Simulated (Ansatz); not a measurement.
Fermi-surface data of MoGe$_{2}$ (I4/mmm)

Data:

```
MoGe2
1.0
   -1.64837     1.64837     4.09455
    1.64837    -1.64837     4.09455
    1.64837     1.64837    -4.09455
Ge Mo
2 1
Cartesian
  0.00000   0.00000   5.42248
  0.00000   0.00000   2.76663
  0.00000   0.00000   0.00000
```

Method: r2SCAN, rigid bands (plane waves, PAW, scalar-relativistic; Ansatz, a program for electronic structure). Condition of this run: functional r2SCAN on the same cell. Cell: cell and atoms relaxed with PBEsol.

| Property | Result |
|---|---|
| density of states at the Fermi level | 0.354 states/(eV·cell), both spins |
| bare Sommerfeld coefficient | 0.28 mJ/(mol of atoms·K²) |
| Drude plasma energy | 2.1 (x), 2.1 (y), 2.7 (z) eV |
| root-mean-square Fermi velocity | 5.0e5 m/s |
| resistivity times τ | 112 (x), 112 (y), 69 (z) ×10⁻²² Ω·m·s |

A metal at this level (no band gap); rigid bands, thermally averaged at 300 K, both spins. Spin-orbit coupling is left out. τ is one relaxation time for all states.

Computed structure with no diffraction record at hand here (it may be known, metastable or hypothetical): MoGe2 (I4/mmm).
